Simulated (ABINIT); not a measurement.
**ABINIT run on Hf₂Ge (I4/mcm, 6 atoms in the cell): self-consistent single point**

Level of theory: PBEsol, PAW (JTH v2.0 PBE PAW, files made for PBE) (plane waves; ABINIT).

This input was run:

```
# Hf2Ge, JTH v2.0 PBE PAW
pp_dirpath "./"
pseudos "Hf.GGA_PBE-JTH.xml, Ge.GGA_PBE-JTH.xml"
acell 3*1.0
rprim
        -6.1567844058    6.1567844058    4.9521028986
         6.1567844058   -6.1567844058    4.9521028986
         6.1567844058    6.1567844058   -4.9521028986
natom 6
ntypat 2
znucl 72 32
typat 1 1 1 1 2 2
xred
         0.3442400000    0.1557600000    0.5000000000
         0.6557600000    0.8442400000    0.5000000000
         0.1557600000    0.6557600000    0.8115200000
         0.8442400000    0.3442400000    0.1884800000
         0.2500000000    0.2500000000    0.0000000000
         0.7500000000    0.7500000000    0.0000000000
ecut 21
pawecutdg 42
ixc -116133
occopt 7
tsmear 0.00367493
nband 48
kptopt 1
ngkpt 5 5 5
nshiftk 1
shiftk 0 0 0
nstep 60
tolvrs 1.0e-12
prtwf 0
prtden 0
enunit 2
```

Output, abridged:

```
 Symmetries : space group I4/m c m (#140); Bravais tI (body-center tetrag.)

 -outvars: echo values of preprocessed input variables --------
            acell      1.0000000000E+00  1.0000000000E+00  1.0000000000E+00 Bohr
             ecut      2.10000000E+01 Hartree
           enunit           2
              ixc     -116133
         kptrlatt        5    0    0      0    5    0      0    0    5
          kptrlen      4.95210290E+01
            natom           6
            nband          48
            ngfft          45      45      45
          ngfftdg          60      60      60
             nkpt          18
            nstep          60
             nsym          16
           ntypat           2
           occopt           7
        pawecutdg      4.20000000E+01 Hartree
            rprim     -6.1567844058E+00  6.1567844058E+00  4.9521028986E+00
                       6.1567844058E+00 -6.1567844058E+00  4.9521028986E+00
                       6.1567844058E+00  6.1567844058E+00 -4.9521028986E+00
          spgroup         140
           tolvrs      1.00000000E-12
           tsmear      3.67493000E-03 Hartree
            typat      1  1  1  1  2  2
           useylm           1
             xred      3.4424000000E-01  1.5576000000E-01  5.0000000000E-01
                       6.5576000000E-01  8.4424000000E-01  5.0000000000E-01
                       1.5576000000E-01  6.5576000000E-01  8.1152000000E-01
                       8.4424000000E-01  3.4424000000E-01  1.8848000000E-01
                       2.5000000000E-01  2.5000000000E-01  0.0000000000E+00
                       7.5000000000E-01  7.5000000000E-01  0.0000000000E+00
            znucl       72.00000   32.00000

== DATASET  1 ==================================================================

 Real(R)+Recip(G) space primitive vectors, cartesian coordinates (Bohr,Bohr^-1):
 R(1)= -6.1567844  6.1567844  4.9521029  G(1)=  0.0000000  0.0812112  0.1009672
 R(2)=  6.1567844 -6.1567844  4.9521029  G(2)=  0.0812112  0.0000000  0.1009672
 R(3)=  6.1567844  6.1567844 -4.9521029  G(3)=  0.0812112  0.0812112  0.0000000
 Unit cell volume ucvol=  7.5085754E+02 bohr^3
 Angles (23,13,12)=  1.04147187E+02  1.04147187E+02  1.20741970E+02 degrees

 Coarse grid specifications (used for wave-functions):

 getcut: wavevector=  0.0000  0.0000  0.0000  ngfft=  45  45  45
         ecut(hartree)=     21.000   => boxcut(ratio)=   2.13028

 Fine grid specifications (used for densities):

 getcut: wavevector=  0.0000  0.0000  0.0000  ngfft=  60  60  60
         ecut(hartree)=     42.000   => boxcut(ratio)=   2.05377

   3.12999135E+04                                ecore*ucvol(ha*bohr**3)

_setup2: Arith. and geom. avg. npw (full set) are    3451.320    3451.312

--- !BeginCycle
solver: {iscf: 17, nstep: 60, nline: 4, wfoptalg: 10, }
tolerances: {tolvrs: 1.00E-12, }
...

     iter   Etot(hartree)      deltaE(h)  residm     nres2
 ETOT  1  -384.32436793825    -3.843E+02 6.226E+00 8.640E+00
 ETOT  2  -391.65980384161    -7.335E+00 7.992E-02 7.061E+00
 ETOT  3  -391.63286898893     2.693E-02 3.082E-02 1.896E+00
 ETOT  4  -391.62343951850     9.429E-03 1.685E-02 6.146E-02
 ETOT  5  -391.62361391589    -1.744E-04 1.056E-02 6.670E-03
 ETOT  6  -391.62356112593     5.279E-05 1.325E-02 5.680E-04
   [... 4 lines left out ...]
 ETOT 11  -391.62357544370    -2.873E-10 2.686E-03 7.399E-09
 ETOT 12  -391.62357544384    -1.447E-10 1.706E-03 9.449E-10
 ETOT 13  -391.62357544384     1.080E-12 1.836E-03 1.102E-10
 ETOT 14  -391.62357544384     7.390E-13 1.618E-03 4.558E-12
 ETOT 15  -391.62357544384     9.095E-13 1.563E-03 8.955E-13

 At SCF step   15       nres2   =  8.95E-13 < tolvrs=  1.00E-12 =>converged.

 Cartesian components of stress tensor (hartree/bohr^3)
  sigma(1 1)= -6.29017020E-05  sigma(3 2)=  0.00000000E+00
  sigma(2 2)= -6.29017020E-05  sigma(3 1)=  0.00000000E+00
  sigma(3 3)= -9.36899079E-06  sigma(2 1)=  0.00000000E+00

 ----iterations are completed or convergence reached----

 reduced coordinates (array xred) for    6 atoms
       0.344240000000      0.155760000000      0.500000000000
       0.655760000000      0.844240000000      0.500000000000
       0.155760000000      0.655760000000      0.811520000000
       0.844240000000      0.344240000000      0.188480000000
       0.250000000000      0.250000000000      0.000000000000
       0.750000000000      0.750000000000      0.000000000000
 cartesian forces (eV/Angstrom) at end:
    1     -0.08431512369887     0.08431512369887    -0.00000000000000
    2      0.08431512369887    -0.08431512369887    -0.00000000000000
    3     -0.08431512369887    -0.08431512369887     0.00000000000000
    4      0.08431512369887     0.08431512369887     0.00000000000000
    5      0.00000000000000    -0.00000000000000    -0.00000000000000
    6      0.00000000000000     0.00000000000000    -0.00000000000000
 frms,max,avg= 5.6210082E-02 8.4315124E-02   0.000E+00  0.000E+00  0.000E+00 e/A
 length scales=  1.000000000000  1.000000000000  1.000000000000 bohr
              =  0.529177208590  0.529177208590  0.529177208590 angstroms
 Fermi (or HOMO) energy (hartree) =   0.05458   Average Vxc (hartree)=  -0.43645
 Eigenvalues (hartree) for nkpt=  18  k points:
 kpt#   1, nband= 48, wtk=  0.00800, kpt=  0.0000  0.0000  0.0000 (reduced coord)
  -2.20272   -2.20148   -2.20000   -2.20000   -1.05999   -1.05908   -1.05627   -1.05627
  -1.05378   -1.05378   -1.05190   -1.05056   -1.04990   -1.03895   -1.03610   -1.03610
  -0.83075   -0.82649   -0.82649   -0.82231   -0.82231   -0.82147   -0.82118   -0.82092
  -0.82068   -0.82003   -0.36964   -0.20560   -0.10142   -0.08086   -0.06842   -0.06842
  -0.00555   -0.00555    0.00837    0.00837    0.01466    0.02241    0.12591    0.12709
   0.13241    0.14829    0.14829    0.16847    0.16847    0.19263    0.22016    0.22406
      occupation numbers for kpt#   1
   2.00000    2.00000    2.00000    2.00000    2.00000    2.00000    2.00000    2.00000
   2.00000    2.00000    2.00000    2.00000    2.00000    2.00000    2.00000    2.00000
   2.00000    2.00000    2.00000    2.00000    2.00000    2.00000    2.00000    2.00000
   2.00000    2.00000    2.00000    2.00000    2.00000    2.00000    2.00000    2.00000
   2.00000    2.00000    2.00000    2.00000    2.00000    2.00000    0.00000    0.00000
   0.00000    0.00000    0.00000    0.00000    0.00000    0.00000    0.00000    0.00000
 prteigrs : prtvol=0 or 1, do not print more k-points.

 Fermi (or HOMO) energy (eV) =   1.48529   Average Vxc (eV)= -11.87635
 Eigenvalues (   eV  ) for nkpt=  18  k points:
 kpt#   1, nband= 48, wtk=  0.00800, kpt=  0.0000  0.0000  0.0000 (reduced coord)
 -59.93910  -59.90539  -59.86500  -59.86500  -28.84368  -28.81913  -28.74252  -28.74252
 -28.67491  -28.67491  -28.62378  -28.58720  -28.56926  -28.27138  -28.19373  -28.19373
 -22.60574  -22.49000  -22.49000  -22.37615  -22.37615  -22.35333  -22.34534  -22.33827
 -22.33183  -22.31421  -10.05833   -5.59461   -2.75977   -2.20034   -1.86186   -1.86186
  -0.15099   -0.15099    0.22781    0.22781    0.39904    0.60992    3.42620    3.45826
   3.60300    4.03523    4.03523    4.58426    4.58426    5.24177    5.99091    6.09709
 prteigrs : prtvol=0 or 1, do not print more k-points.

--- !EnergyTerms
comment             : Components of total free energy in Hartree
kinetic             :  3.49026345357219E+01
hartree             :  6.09324091639991E+01
xc                  : -4.06466185029820E+01
Ewald energy        : -2.73496627417309E+02
psp_core            :  4.16855555789921E+01
local_psp           : -1.29717523038698E+02
spherical_terms     : -8.52829529240707E+01
internal            : -3.91623122604347E+02
'-kT*entropy'       : -4.52995422790722E-04
total_energy        : -3.91623575599769E+02
total_energy_eV     : -1.06566194442711E+04
...

-Cartesian components of stress tensor (GPa)         [Pressure=  1.3256E+00 GPa]
- sigma(1 1)= -1.85063165E+00  sigma(3 2)=  0.00000000E+00
- sigma(2 2)= -1.85063165E+00  sigma(3 1)=  0.00000000E+00
- sigma(3 3)= -2.75645179E-01  sigma(2 1)=  0.00000000E+00

 Calculation completed.
```

The run converged in 15 iterations.

The starting cell comes from a database of computed structures (which also holds hypothetical and non-ambient phases and stackings), without a prior relaxation at this level. Its lattice was rescaled by a random factor within 2.5 % of one. The potentials were made for another functional than the one used.

These are the values that this program gave, and no reference: the one-centre exchange-correlation terms come from a truncated expansion.

Cost on one core of a shared machine: roughly 2 min.
